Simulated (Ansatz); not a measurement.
Functionals compared on a constructed model of the (0001) surface of hcp Mg, a pseudomorphic layer of Pd in the host's stacking (bottom of the slab: a bare face, its two planes held), in Ansatz (plane waves, PAW). The structure was relaxed with PBE; the other rows are single points on it. Cutoff 420 eV (500 eV for r2SCAN).

Set-up: 7 atoms, 15.2 Å thick at the start; mesh 13x13x1; 0.1 eV smearing; dipole correction on; 2 atoms held, the rest relaxed; symmetry of the start imposed; no spin, no spin-orbit, no U. It is one candidate, not shown to be the stable structure of the face. These notes are the PBE run's.

| functional | work function of the top face (eV) | rough cost of the single point |
|---|---|---|
| PBE | 4.45 | – |
| RPBE | 4.25 | very roughly 19 core-seconds |
| r2SCAN | 4.33 | roughly 40 core-seconds |

Ansatz is a first-principles code.
